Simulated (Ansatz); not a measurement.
Functionals compared on the (210) surface of bcc V in its 1x1 cell, outermost plane spacing 0.67 Å in the ideal cut, in Ansatz (plane waves, PAW). The structure was relaxed with PBE; the other rows are single points on it, each with its references at the same level. Cutoff 420 eV (500 eV for r2SCAN).

Model: 16-atom slab, 10.1 Å thick at the start (thin: gaps and levels are the slab's own), 13x6x1 mesh, Fermi-Dirac 0.1 eV, dipole correction, all atoms relaxed; held to the start's symmetry, so lower structures may exist; no spin, no spin-orbit, no U. These notes are the PBE run's.

| functional | surface energy (J/m²) | work function of the top face (eV) | rough cost of the single point |
|---|---|---|---|
| PBE | 2.52 | 4.07 | – |
| LDA | 2.88 | 4.32 | very roughly 2.6 core-minutes |
| PBEsol | 2.78 | 4.16 | about 2.6 core-minutes (a rough figure) |
| RPBE | 2.34 | 3.94 | roughly 3 core-minutes |
| r2SCAN | 2.72 | 4.12 | around 5 core-minutes (rough) |

Ansatz is an electronic-structure program.
